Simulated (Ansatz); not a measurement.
Input:

Host crystal: monoclinic ZrO2, with a band gap (PBE, scalar-relativistic without spin-orbit coupling).

End structure of NH2 on the 1x1 (100) surface of monoclinic ZrO2 (cut with top plane 2 O), one in a 1x1 cell, started at the site 'hollow O-O-O over O at depth 6.9 Å':

```yaml
crystal:
  lattice:
    - [5.24177, 0.00000, 0.00000]
    - [0.00000, 5.37884, 0.00000]
    - [0.00000, 0.00000, 29.00000]
  atoms:
    - { symbol: O, position: [0.19624, 0.87249, 0.33776] }
    - { symbol: O, position: [0.30376, 0.37249, 0.33776] }
    - { symbol: Zr, position: [0.07348, 0.16444, 0.37438] }
    - { symbol: Zr, position: [0.42652, 0.66444, 0.37438] }
    - { symbol: O, position: [0.74107, 0.90195, 0.40069] }
    - { symbol: O, position: [0.75893, 0.40195, 0.40069] }
    - { symbol: O, position: [0.24260, 0.43749, 0.42438] }
    - { symbol: O, position: [0.25740, 0.93749, 0.42438] }
    - { symbol: Zr, position: [0.55443, 0.17422, 0.45111] }
    - { symbol: Zr, position: [0.94557, 0.67422, 0.45111] }
    - { symbol: O, position: [0.66766, 0.50149, 0.48762] }
    - { symbol: O, position: [0.83234, 0.00149, 0.48762] }
    - { symbol: O, position: [0.16856, 0.67372, 0.51219] }
    - { symbol: O, position: [0.33393, 0.17344, 0.51237] }
    - { symbol: Zr, position: [0.05162, 0.00089, 0.54872] }
    - { symbol: Zr, position: [0.44654, 0.50023, 0.54902] }
    - { symbol: O, position: [0.74469, 0.74041, 0.57674] }
    - { symbol: O, position: [0.76001, 0.23987, 0.57697] }
    - { symbol: O, position: [0.24496, 0.26756, 0.59875] }
    - { symbol: O, position: [0.25362, 0.77151, 0.59871] }
    - { symbol: Zr, position: [0.56184, 0.00432, 0.62333] }
    - { symbol: Zr, position: [0.92670, 0.50619, 0.63036] }
    - { symbol: O, position: [0.69270, 0.28434, 0.66462] }
    - { symbol: O, position: [0.75212, 0.78178, 0.66540] }
    - { symbol: N, position: [0.21950, 0.51487, 0.68974] }
    - { symbol: H, position: [0.41423, 0.47720, 0.68766] }
    - { symbol: H, position: [0.17002, 0.55746, 0.72304] }
```

Model: 27-atom slab, 9.4 Å thick at the start under the adsorbate (thin: gaps and levels are the slab's own), 4x4x1 mesh, Fermi-Dirac 0.01 eV, dipole correction, 12 atoms held, the rest relaxed; no symmetry held; spin-polarised, ending with about 1.0 μB a cell; orders that need a larger cell were not tried, no spin-orbit, no U, no dispersion correction. At the end it is bonded to Zr. In PBE it is, or lies within 0.03 eV of, the lowest of the starts that converged.

A negative adsorption energy means that the adsorbate is more stable on the surface than in its reference.

Q: Give the highest filled level below the top vacuum level at the level PBE in Ansatz (an electronic-structure program).

A: 5.72 eV

Q: Predict the gap of the slab on its k-mesh from PBE.

A: 0.38 eV

Q: Give the change of the step from the bottom to the top vacuum level, against the clean slab at the level PBE.

A: -1.52 eV

Q: Estimate the adsorption energy against NH3(g) − ½ H2(g) that PBE returns for this input.

A: 134 kJ/mol
